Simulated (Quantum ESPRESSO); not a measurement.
A working Quantum ESPRESSO input for Li3MnF6 (Cc, 20 atoms in the cell) (DFT, LDA (PZ), plane waves, GBRV 1.5 ultrasoft (LDA) pseudopotentials):

```fortran
&CONTROL
    calculation = 'scf',
    prefix = 'Li3MnF6',
    outdir = './out',
    pseudo_dir = './',
    tprnfor = .true.,
    tstress = .true.,
/
&SYSTEM
    ibrav = 0,
    nat = 20,
    ntyp = 3,
    ecutwfc = 50,
    ecutrho = 400,
    occupations = 'smearing',
    smearing = 'gauss',
    degauss = 0.00147,
    nspin = 2,
    starting_magnetization(2) = 0.267,
/
&ELECTRONS
    conv_thr = 1.0d-10,
    mixing_beta = 0.3,
/
ATOMIC_SPECIES
Li     6.9400  li_lda_v1.4.uspp.F.UPF
Mn    54.9380  mn_lda_v1.5.uspp.F.UPF
F     18.9984  f_lda_v1.4.uspp.F.UPF
ATOMIC_POSITIONS {crystal}
Li    0.6443100000    0.3314300000    0.0511200000
Li    0.3314300000    0.6443100000    0.5511200000
Li    0.0066000000    0.0195000000    0.7490800000
Li    0.0195000000    0.0066000000    0.2490800000
Li    0.6750000000    0.3344400000    0.4485600000
Li    0.3344400000    0.6750000000    0.9485600000
Mn    0.6667300000    0.3345500000    0.7502900000
Mn    0.3345500000    0.6667300000    0.2502900000
F     0.6782600000    0.6370200000    0.6332300000
F     0.6370200000    0.6782600000    0.1332300000
F     0.9639800000    0.6443400000    0.8685400000
F     0.6443400000    0.9639800000    0.3685400000
F     0.3422900000    0.3317300000    0.8747200000
F     0.3317300000    0.3422900000    0.3747200000
F     0.3606100000    0.0258100000    0.6337300000
F     0.0258100000    0.3606100000    0.1337300000
F     0.9779000000    0.3191400000    0.6237300000
F     0.3191400000    0.9779000000    0.1237300000
F     0.6700200000    0.0392200000    0.8667200000
F     0.0392200000    0.6700200000    0.3667200000
K_POINTS {automatic}
4 4 2  0 0 0
CELL_PARAMETERS {angstrom}
   2.5497800000    -4.4755200000     0.0000000000
   2.5497800000     4.4755200000     0.0000000000
  -0.4404140000     0.0000000000     9.6366810000
```

The run converged in 15 iterations: free energy E − TS -14869.1764 eV; top of the valence band (on the code's own zero) 3.31 eV; gap on the k-point mesh 0.24 eV; pressure -8.92 GPa; largest force (vector length) 0.854 eV/Å; size of the cell's spin moment 8.00 μB. Each of these slips is then made, one at a time:

(1)
```diff
+    celldm(1) = 9.733769,
```

(2)
```diff
+    nbnd = 65,
```

Task: Predict the outcome of each change.

Result: 
(1) The cell or its scale given twice. The program stopped before any SCF iteration.
```
Error in routine cell_base_init (2):
lattice parameter specified twice
```

(2) Too few bands. The program stopped before any SCF iteration.
```
Error in routine setup (1):
too few bands
```

The starting cell comes from a database of computed structures (which also holds hypothetical and non-ambient phases and stackings), without a prior relaxation at this level. The magnetic order is the one reached from the typed start; others were not searched systematically. In the base run, with a pressure of about -9 GPa the cell is away from its equilibrium volume at this level.

Left out of this page: 3 runs of the series outside the window shown, repeating another row's setting, or not comparable.
